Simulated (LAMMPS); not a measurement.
Molecular dynamics of a melt of Ni (fcc), 500 atoms, cooled from 2590 K to 300 K at 1e+14 K/s, at zero pressure.

Model: classical MD, pair style meam, file MoCoNiVFeAlCr_2nn.meam; code LAMMPS.

```tsv
r (Å)	g(r)
2.100	0.000
2.140	0.001
2.180	0.017
2.220	0.122
2.260	0.479
2.300	1.36
2.340	2.66
2.380	4.18
2.420	5.14
2.460	5.56
2.500	5.09
2.540	4.38
2.580	3.36
2.620	2.58
2.660	1.89
2.700	1.40
2.740	0.937
2.780	0.692
2.820	0.562
2.860	0.425
2.900	0.327
2.940	0.276
2.980	0.261
3.020	0.211
3.060	0.221
3.100	0.238
3.140	0.259
3.180	0.299
3.220	0.313
3.260	0.370
3.300	0.429
3.340	0.485
3.380	0.552
3.420	0.600
3.460	0.660
3.500	0.698
3.540	0.686
3.580	0.708
3.620	0.679
3.660	0.631
3.700	0.610
3.740	0.625
3.780	0.553
3.820	0.579
3.860	0.613
3.900	0.653
3.940	0.705
3.980	0.790
4.020	0.908
4.060	1.04
4.100	1.17
4.140	1.30
4.180	1.43
4.220	1.57
4.260	1.65
4.300	1.72
4.340	1.67
4.380	1.61
4.420	1.49
4.460	1.37
4.500	1.33
4.540	1.25
4.580	1.18
4.620	1.18
4.660	1.19
4.700	1.23
4.740	1.31
4.780	1.35
4.820	1.36
4.860	1.34
4.900	1.28
4.940	1.19
4.980	1.11
5.020	1.01
5.060	0.903
5.100	0.802
5.140	0.748
5.180	0.657
5.220	0.644
5.260	0.593
5.300	0.596
5.340	0.576
5.380	0.600
5.420	0.615
5.460	0.648
5.500	0.697
5.540	0.714
5.580	0.776
5.620	0.813
5.660	0.829
5.700	0.852
5.740	0.914
5.780	0.877
5.820	0.902
5.860	0.912
5.900	0.915
5.940	0.928
5.980	0.979
6.020	0.975
6.060	1.01
6.100	1.02
6.140	1.06
```

The data show:
- state found: partly crystallised
- first peak of g(r): 2.46 Å, height 5.6
- coordination number: 11.8 (counted to 3.06 Å)

Caution: the cell keeps the atom count and shape of the starting crystal, which eases freezing.
